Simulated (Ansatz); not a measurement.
## Effect of Rb on a Li site, symmetric start on Li

Take a 12-atom supercell of Li in the bcc (W type) structure (space group Im-3m, No. 229; a = 3.4763 Å) at its relaxed geometry as the base.

Now apply this change: a neutral Rb on a Li site, symmetric start, atoms relaxed at fixed cell.

All numbers come from r2SCAN, PAW, 500 eV (Ansatz, a quantum-chemistry and plane-wave program; no SOC), earlier PAW set. Settings: 6×6×5 k-points, 0.05 eV Fermi–Dirac smearing.

```tsv
quantity	base	changed	shift
pressure	0.0 GPa	2.6 GPa	+2.6 GPa
```

Cost of the whole job for the changed cell (relaxation, final SCF and bands): about 4 core-minutes (a rough figure).

In so small a cell the defect repeats every few ångströms: this is an ordered compound, not a dilute defect. The defect started on the symmetric site and kept its symmetry, so it may sit on a saddle. The defect cell is not spin-polarised.
